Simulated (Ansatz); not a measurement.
The starting structures come from a database of crystals and need not be the phases stable at ambient conditions.

 Where the default PAW files enter, the runs use the earlier of Ansatz's two default sets.

Given:

```
CELL_PARAMETERS angstrom
      3.80575     0.00000     0.00000
      0.00000    10.16482     0.00000
      1.90288    -5.08241     3.83142
ATOMIC_POSITIONS crystal
  Rb 0.50000 0.69404 0.00000
  Rb 0.50000 0.30596 0.00000
  Pd 0.00000 0.00000 0.00000
  Se 0.28722 0.21278 0.42556
  Se 0.71278 0.78722 0.57444
```

Space group of this cell: Immm. The cell is taken as given.

Transport runs along the normal of the first two printed cell vectors.

No gap correction and no spin-orbit coupling; mid-gap values are interpolated between computed energies.

Problem. Give the band gap and the smallest decay constant κ at mid-gap that Ansatz (an electronic-structure program) with r2SCAN yields.

Solution. Gap 1.14 eV on a 10×10×10 mesh; κ = 0.202 1/Å, at the zone centre.
